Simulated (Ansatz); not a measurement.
Abridged Ansatz (a quantum-chemistry and plane-wave program) output:

```
Pseudopotential: Ru, paw, valence charge 16
Crystal: 2 atoms, lattice volume = 27.536 Å³
Basis set: ecut = 420 eV, 537 PW (Γ), exchange–correlation on 40×40×60 points (8 copies of the dense FFT grid, shifted against one another)
Bands: 20, of which v1, the nominal top of the filled ones, is band 16 counted from 1 (15 counted from 0)
Symmetry: 24 space group operations
k-points: 264 of 4400
Functional: x = pbe(κ = 0.804, μ = 0.2195149727645171), c = pbe(β = 0.06672455060314922)
SCF iter   1: F=—  HF=-11757.379665 eV  |F-HF|=—  |Δ(HF+E_count)|=         —  Δρ=6.41e-3  dr2=2.31e-3  ethr=1.77e-3  ⟨swp⟩=5.0  Hψ=20729  notcnv=0
SCF iter   2: F=—  HF=-11757.382272 eV  |F-HF|=—  |Δ(HF+E_count)|=   2.61e-3  Δρ=3.77e-3  dr2=8.27e-4  ethr=7.23e-6  ⟨swp⟩=2.0  Hψ=11546  notcnv=0
SCF 1 converged in 7 iterations: F = -11757.383342 eV  dr2 = 3.53e-11
SCF converged after 7 iterations
Free energy (F): -11757.383342 eV
Internal energy: -11757.369397 eV  (E = F + TS)
E sigma→0 (E₀):  -11757.376370 eV
Entropy (-TS):   -0.013945 eV (-6.972 meV/atom)
Fermi energy:    23.147664 eV
--- Forces (eV/Å), atoms counted from 1 ---
  atom   1  Ru     0.00000000     0.00000000     0.00000000
  atom   2  Ru    -0.00000000    -0.00000000     0.00000000
--- Stress (GPa, compression-positive) ---
        0.000090       0.000000      -0.000000
        0.000000       0.000090       0.000000
       -0.000000       0.000000       0.000394
  P = ⅓ Tr σ = 0.0002 GPa (0.002 kbar)
```

Q: What was computed, and what are the main results?

A: Ru, 2 atoms in the cell, with PBE in Ansatz (plane waves to 420 eV, PAW, spin-orbit coupling left out). The last SCF converged to F = -11757.383342 eV, or -5878.6917 eV per atom, at a pressure of 0.00 GPa. The total energy compares only with runs of the same code, potentials and settings.

No phonon test of stability was made. The final runs are not spin-polarised. The cell is Ru in the hcp (Mg type) structure (space group P6_3/mmc, No. 194).
